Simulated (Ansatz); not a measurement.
Pt under a change: tensor shear ε_xy = +1.14 %

Start from Pt in the fcc (Cu type) structure (space group Fm-3m, No. 225; a = 3.8954 Å; relaxed with 0.1 eV smearing). Axes: x, y, z lie along the cube axes.

One thing is altered: tensor shear ε_xy = +1.14 % (engineering shear γ = 0.0228); the atoms relax in the strained cell.

Computed with LDA (Ansatz, a first-principles code; PAW; 420 eV plane waves; scalar-relativistic without spin-orbit coupling). k-mesh 29×29×29 (Γ-centred); smearing 0.1 eV (Fermi–Dirac).

| quantity | base | changed | shift |
|---|---|---|---|
| volume per atom | 14.78 Å³ | 14.78 Å³ | 0.00 Å³ |
| space group | Fm-3m (No. 225) | Immm (No. 71) | – |
| energy relative to the base (free energy F) | 0 meV/atom | +2.2 meV/atom | +2.2 meV/atom |
| pressure (mean of the normal stresses, compression positive) | 0.0 GPa | 0.2 GPa | +0.2 GPa |
| band gap | zero | zero | – |
| stress (xx, yy, zz, yz, xz, xy; compression positive) | – | (0.3, 0.3, -0.2, 0.0, 0.0, -2.1) GPa | – |

Whether these cells are dynamically stable was not tested. The final runs are not spin-polarised.
